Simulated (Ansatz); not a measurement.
The reference is Ag in the fcc (Cu type) structure (space group Fm-3m, No. 225; a = 4.104 Å; relaxed with 0.1 eV smearing). Axes: x, y, z lie along the cube axes.

The values are results of Ansatz (an electronic-structure program) r2SCAN, no spin-orbit coupling, not measurements.

Strains are applied to the cell and any free atomic positions relax; under biaxial strain the out-of-plane vector relaxes too.

One change was made to it. Results:

```json
[
 {"quantity": "shortest interatomic distance", "base": "2.902 Å", "after": "2.891 Å"},
 {"quantity": "energy relative to the base (free energy F)", "base": "0 meV/atom", "after": "+1.6 meV/atom"}
]
```

### Question
Which of these changes matches the shifts?
A) biaxial strain +3.00 %, plane normal [001], relaxed out of plane
B) biaxial strain +2.50 %, plane normal [001], relaxed out of plane
C) biaxial strain +1.50 %, plane normal [001], relaxed out of plane
D) biaxial strain +0.50 %, plane normal [001], relaxed out of plane

### Answer
C, biaxial strain +1.50 %, plane normal [001], relaxed out of plane. For comparison, the energy relative to the base in the other runs: biaxial strain +0.50 %, plane normal [001], relaxed out of plane gives +0.2 meV/atom; biaxial strain +2.50 %, plane normal [001], relaxed out of plane gives +4.1 meV/atom; biaxial strain +3.00 %, plane normal [001], relaxed out of plane gives +5.7 meV/atom.

No phonon test of stability was made.
